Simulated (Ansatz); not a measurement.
We consider TiAl (P-6m2, No. 187, 2 atoms in the cell; start mp-1217008; a measured phase of this formula has another space group), described by LDA (Ansatz, a program for electronic structure, plane waves, PAW).

Settings: plane-wave cutoff 520 eV, 24×24×12 k mesh (along the axes of the cell as run), Fermi–Dirac smearing 0.05 eV, no spin polarisation, scalar-relativistic PAW data made under PBE.

Cell (relaxed at this level):

AlTi is taken in the hexagonal space group P-6m2 (No. 187), Pearson symbol hP2. Conventional cell: a = b = 2.8133 Å, c = 4.5866 Å, α = β = 90.00°, γ = 120.00°. Ti on 1a sees 6 Al at 2.810 Å and 6 Ti at 2.813 Å (anticuboctahedral). Al on 1d is surrounded by 6 Ti at 2.810 Å and 6 Al at 2.813 Å (anticuboctahedral). (Neighbours: up to the widest gap in distance over summed covalent radii, below 1.35, at either atom.)

Question: Estimate the bulk modulus that the calculation returns.

Answer: 
* **bulk modulus**: 116 GPa

Note: the run has no spin polarisation, so it can have missed a magnetic state; the bulk modulus is −V dP/dV from two relaxed cells at ±2 % in volume; the relaxation could not lower the start's symmetry, so the cell can be a saddle point above a distorted one.

Computed values are for the static lattice.

Computing time: about 80 core-seconds (a rough figure).

A start named mp-… is a Materials Project structure, which need not be a measured phase.
